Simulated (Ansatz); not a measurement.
White tin (β-Sn) was calculated with PBEsol (plane waves, PAW; Ansatz, a first-principles code).

Settings: plane-wave cutoff 520 eV, 24×24×24 k mesh, Fermi–Dirac smearing 0.098 eV (set by the program), scalar-relativistic PAW data made under PBE.

Computed at the level's own relaxed cell.

Elastic tensor (GPa, Voigt notation, ions relaxed):

```
   68.3    64.2    35.1     0.0     0.0     0.0
   64.2    68.3    35.1     0.0     0.0     0.0
   35.1    35.1    96.9     0.0     0.0     0.0
    0.0     0.0     0.0    23.1     0.0     0.0
    0.0     0.0     0.0     0.0    23.1     0.0
    0.0     0.0     0.0     0.0     0.0    24.0
```

### Question
Work out the Voigt, Reuss and Hill averages of the bulk and shear moduli, Young's modulus and Poisson's ratio from the printed constants.

### Answer
K_V = [C11 + C22 + C33 + 2(C12 + C13 + C23)]/9 = [233.5 + 2 × 134.4]/9 = 55.8 GPa. G_V = [233.5 − 134.4 + 3 × 70.2]/15 = 20.6 GPa. From the compliances S = C⁻¹, K_R = 55.8 and G_R = 7.7 GPa. Hill means: K = 55.8, G = 14.2 GPa. E = 9KG/(3K + G) = 39 GPa, ν = (3K − 2G)/(6K + 2G) = 0.38, K/G = 3.93.

Measured, for comparison: elastic constant C11 75.3 GPa, elastic constant C12 61.6 GPa, elastic constant C44 21.9 GPa, elastic constant C33 95.5 GPa, elastic constant C13 44 GPa, elastic constant C66 23.4 GPa (temperature not stated, not corrected to a static lattice; as tabulated in Blaschke (2018), arXiv:1804.01586). Computed (rounded) less measured: elastic constant C11 -9 %, elastic constant C12 +4 %, elastic constant C44 +5 %, elastic constant C33 +1 %, elastic constant C13 -20 %, elastic constant C66 +3 %. A static lattice is as a rule a little smaller and stiffer than an uncorrected measurement, which narrows the difference in the elastic constant C12, elastic constant C44, elastic constant C33, elastic constant C66 and would widen misses of the other sign.

Static lattice: no zero-point or thermal effects.
